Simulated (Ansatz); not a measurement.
Base system: LiNbO$_{3}$ (space group R3c, No. 161).

```
LiNbO3
1.0
    2.56733     1.48225     4.60804
   -2.56733     1.48225     4.60804
    0.00000    -2.96450     4.60804
Li Nb O
2 2 6
Direct
  0.28078   0.28078   0.28078
  0.78078   0.78078   0.78078
  0.99839   0.99839   0.99839
  0.49839   0.49839   0.49839
  0.10932   0.35998   0.71863
  0.71863   0.10932   0.35998
  0.35998   0.71863   0.10932
  0.21863   0.85998   0.60932
  0.85998   0.60932   0.21863
  0.60932   0.21863   0.85998
```

Cartesian axes are those of the cell as printed.

Calculations: Kohn–Sham DFT with the PBEsol functional, run in Ansatz (a program for electronic structure) with PAW and 420 eV plane waves, no spin-orbit coupling.

The change: the cell is stretched by 3.00 % along x with no lateral relaxation; the atoms relax in the strained cell.

**Question.** Predict the stress tensor and what it implies for the stiffness.

**Answer.** Stress of the strained cell less that of the base (GPa, compression positive):
```
  -5.35    0.00    0.00
   0.00   -1.52   -0.29
   0.00   -0.29   -1.77
```

Then −Δσ_ii/ε with ε = 0.0300 gives secant stiffness values (nonlinear terms included at this strain): C11 ≈ 178 GPa, C12 ≈ 51 GPa and C13 ≈ 59 GPa.

As a check, the harmonic strain energy −½ V₀ Δσ:ε is 5.3 meV/atom; the computed energy rise is 5.5 meV/atom.

Stability against distortions was not tested.
